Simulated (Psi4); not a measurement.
Psi4 1.11, HF/def2-svp: Ta(O)(OMe)2(OSiH3) (C[O][Ta](=[O])([O]C)[O][SiH3]), 17 atoms. The geometry is a generated start, not checked to be a minimum at this level.

```yaml
task: energy
method: scf
basis: def2-svp
memory: 3 GB
maxiter: 100
keys_of_the_molecule_block: symmetry c1
scf_type: df (default)
diis_max_vecs: 10 (default)
e_convergence: 1e-06 (default)
d_convergence: 1e-06 (default)
effective_core_potentials: those of the basis set, past Kr
basis_functions: 179
```

```xyz
17

Ta    -0.0588     0.1684     0.1874
O     -0.4769     1.7280     0.7769
O     -1.3168    -0.3351    -1.0690
C     -2.4992     0.0114    -1.7252
H     -2.8370    -0.8209    -2.3526
H     -3.2756     0.2437    -0.9860
H     -2.3313     0.8930    -2.3549
O     -0.0424    -1.0070     1.6057
C     -0.3455    -1.2079     2.9517
H     -1.3502    -1.6402     3.0417
H      0.3787    -1.8983     3.4007
H     -0.3135    -0.2485     3.4878
O      1.6432     0.2844    -0.6442
Si     2.9407     0.8546    -1.4184
H      3.9005     1.3106    -0.4046
H      2.5093     1.9421    -2.3077
H      3.4748    -0.2783    -2.1892
```

Charge 0 and multiplicity 1 are set for this test and not shown to be the ground state.

With the defaults (damping_percentage = 0, diis = true, scf_initial_accelerator = adiis, guess = auto, which took SAD, level_shift = 0, level_shift_cutoff = 0.01, soscf = false, soscf_start_convergence = 0.01) it converges in 10 SCF iterations. One run each on 2 threads, with these changes:
- guess = sadno
- soscf = true, soscf_start_convergence = 0.001
- damping_percentage = 60, diis = false, scf_initial_accelerator = none
- guess = core
- guess = huckel
- damping_percentage = 60
- soscf = true
- level_shift = 0.5, level_shift_cutoff = 0.001
- guess = sapgau

Question: Which runs fail or end elsewhere than the default run?

Answer: No convergence: damping_percentage = 60; damping_percentage = 60, diis = false, scf_initial_accelerator = none (the run ends without SCF convergence in 100 iterations). The rest reach the solution of the defaults.

| setting | SCF iterations | JK calls | end |
|---|---|---|---|
| soscf = true | 6 | 22 | same solution |
| soscf = true, soscf_start_convergence = 0.001 | 7 | 23 | same solution |
| the defaults | 10 | 11 | same solution |
| level_shift = 0.5, level_shift_cutoff = 0.001 | 10 | 11 | same solution |
| guess = sadno | 11 | 11 | same solution |
| guess = huckel | 11 | 44 | same solution |
| guess = sapgau | 14 | 14 | same solution |
| guess = core | 15 | 15 | same solution |
| damping_percentage = 60 | 100 | 101 | no convergence |
| damping_percentage = 60, diis = false, scf_initial_accelerator = none | 100 | 101 | no convergence |

An SOSCF iteration holds several JK calls; a Hückel guess adds calls on atoms.
